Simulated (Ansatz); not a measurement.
```
CELL_PARAMETERS angstrom
      3.10546     0.00000     0.00000
      0.00000     3.10546     0.00000
      1.55273    -1.55273     1.60977
ATOMIC_POSITIONS crystal
  W  0.00000 0.00000 0.00000
```

No spin polarisation.

Calculations: r2SCAN (Ansatz, a program for electronic structure, PAW, spin-orbit coupling left out). Γ-centred 29×29×29 mesh, Fermi–Dirac width 0.1 eV.

Predict the band gap, in-plane stress and space group.

The band gap comes out as zero. The mean in-plane stress (compression positive) comes out as +12.7 GPa and the space group comes out as I4/mmm (No. 139).

The cells carry an imposed strain or load. No phonon test of stability was made. The final runs are not spin-polarised. The cell was made from W in the bcc (W type) structure (space group Im-3m, No. 229) by this change: biaxial strain −2.00 %, plane normal [001], relaxed out of plane.
